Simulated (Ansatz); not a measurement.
Input:

```yaml
crystal:
  lattice:
    - [0.00000, 2.68845, 2.68845]
    - [2.68845, 0.00000, 2.68845]
    - [2.68845, 2.68845, 0.00000]
  atoms:
    - { symbol: Al, position: [0.00000, 0.00000, 0.00000] }
    - { symbol: P, position: [0.75000, 0.75000, 0.75000] }
```

Method: PBEsol with spin-orbit coupling, rigid bands (plane waves, PAW; Ansatz, a quantum-chemistry and plane-wave program). Condition of this run: hydrostatic pressure 5 GPa (the target of the relaxation). Cell: cell and atoms relaxed with PBEsol, then loaded as said.

### Question
Predict the hole conductivity mass (n e² τ/σ) at 300 K, by direction if it differs.

### Answer
0.67 mₑ.

### Question
What conductivity effective mass do dilute electrons have at 300 K?

### Answer
0.32 mₑ.

### Question
And the band gap?

### Answer
1.33 eV at this level; semilocal functionals usually fall short of the measured gap.

Rigid bands, one relaxation time for all states, no polarons.
